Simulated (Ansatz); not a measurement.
Start from WS2 in the 2H-MoS2 type structure (space group P6_3/mmc, No. 194; a = 3.1148 Å, c = 11.7731 Å; layered, stacked along the Cartesian z axis). Axes: x lies along a and z along c of the hexagonal cell.

Computed with DFT with PBEsol-D3(BJ), PAW potentials and a 420 eV plane-wave cutoff in Ansatz (an electronic-structure program), without spin-orbit coupling.

For the base:

```
Item                                         Result
-------------------  ------------------------------
Gap character        indirect, Γ → K–Γ (44 % along)
Pressure                                  -0.01 GPa
Smallest direct gap                         1.92 eV
```

Now apply this change: biaxial strain +0.70 %, plane normal [001], relaxed out of plane (Cartesian); in-plane vectors clamped, the third vector and the atoms free.

Q: Estimate the effect on the gap character, pressure, out-of-plane strain and smallest direct gap.

A: The gap character stays indirect, Γ → K–Γ (44 % along); the pressure (mean of the normal stresses, compression positive) falls by 1.49 GPa, from -0.01 GPa to -1.50 GPa; the out-of-plane strain comes out as -0.23 %; the smallest direct gap drops by 0.10 eV, from 1.92 eV to 1.82 eV.

Spin-orbit coupling, missing from the scalar runs, can matter with W. Stability against distortions was not tested.
